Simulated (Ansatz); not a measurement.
Consider the following.

```
CELL_PARAMETERS angstrom
     -1.53906     1.53906     1.53906
      1.53906    -1.53906     1.53906
      1.53906     1.53906    -1.53906
ATOMIC_POSITIONS crystal
  Mo 0.00000 0.00000 0.00000
```

No spin polarisation.

Method: r2SCAN (Ansatz, an electronic-structure program, PAW, no SOC), earlier PAW set. k-mesh 29×29×29 (Γ-centred); smearing 0.1 eV (Fermi–Dirac).

### Question
What is the computed space group?

### Answer
Im-3m (No. 229).

### Question
What is the computed pressure?

### Answer
22.2 GPa.

### Question
Predict the band gap.

### Answer
Zero.

The cells carry an imposed strain or load. No phonon test of stability was made. The final runs are not spin-polarised. The cell was made from Mo in the bcc (W type) structure (space group Im-3m, No. 229) by this change: isotropic strain −2.32 %.
